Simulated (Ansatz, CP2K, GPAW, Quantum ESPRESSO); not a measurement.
## TaGaNi6 (P4/mmm, 8 atoms in the cell) computed with different codes at matched settings

Self-consistent single point.

```
CELL_PARAMETERS angstrom
      3.65600     0.00000     0.00000
      0.00000     3.65600     0.00000
      0.00000     0.00000     7.24997
ATOMIC_POSITIONS crystal
  Ta 0.00000 0.00000 0.50000
  Ga 0.00000 0.00000 0.00000
  Ni 0.50000 0.50000 0.00000
  Ni 0.50000 0.50000 0.50000
  Ni 0.50000 0.00000 0.24671
  Ni 0.50000 0.00000 0.75329
  Ni 0.00000 0.50000 0.24671
  Ni 0.00000 0.50000 0.75329
```

All programs got the same cell, k-point mesh and kind of occupations (in Ansatz's words: kpoints.mp_grid.grid = 6 6 3; scf.occupations.method = gaussian; scf.occupations.width = 0.136 eV); potentials, basis and cutoffs are each program's usual ones.

```
code                                                                                   model  pressure (GPa)  largest force (eV/Å)  k-points       cutoff
----------------  --------------------------------------------------------------------------  --------------  --------------------  --------  -----------
GPAW                                   PBEsol, GPAW PAW datasets PBEsol (made by gpaw-setup)           -9.90                 0.168        20       800 eV
Quantum ESPRESSO                        PBEsol, GBRV 1.5 ultrasoft (PBESOL) pseudopotentials          -11.86                 0.168        20        50 Ry
Ansatz                                                       PBEsol, PAW files made with PBE          -11.76                 0.165        20       420 eV
CP2K              PBEsol, GPW, DZVP-MOLOPT-SR-GTH basis, GTH-PBE potentials (GTH_POTENTIALS)          -10.92                 0.196        56  grid 600 Ry
```

The spread over the programs that give each value: pressure within 1.96 GPa; largest force within 0.031 eV/Å.

The starting cell comes from a database of computed structures (which also holds hypothetical and non-ambient phases and stackings), without a prior relaxation at this level. Its lattice was rescaled by a random factor within 2.5 % of one. On Ansatz's run: Spin-orbit coupling is off. Spin polarisation is off. In the base run, with a pressure of about -12 GPa the cell is away from its equilibrium volume at this level.

Problem. Why do the programs differ, and what cannot be compared?

Solution. Differences of this kind can come from the potentials, where these differ, and from what each basis and cutoff leave unconverged. The valence holds different numbers of electrons (GPAW 112, Quantum ESPRESSO 140, Ansatz (a program for electronic structure) 134, CP2K 134). The zero of total energies and Fermi levels follows the potentials and each program's conventions, so they are not compared here. CP2K uses small atom-centred bases, whose incompleteness enters pressures, forces and empty levels differently from a plane-wave cutoff. Ansatz's pressure is given at a fixed set of plane waves, as the other plane-wave codes print theirs; with its correction for the finite basis it is -11.69 GPa. The programs reduce the same mesh by symmetry to different extents, which changes the work and not the result. In the pressure, GPAW (by 1.85) lies more than 1 GPa from the median of the plane-wave programs.

Left out of this page: ABINIT (stopped by limits of time or memory); Elk (not drawn, or without a comparable value).

Keys are those of Ansatz 0.2.
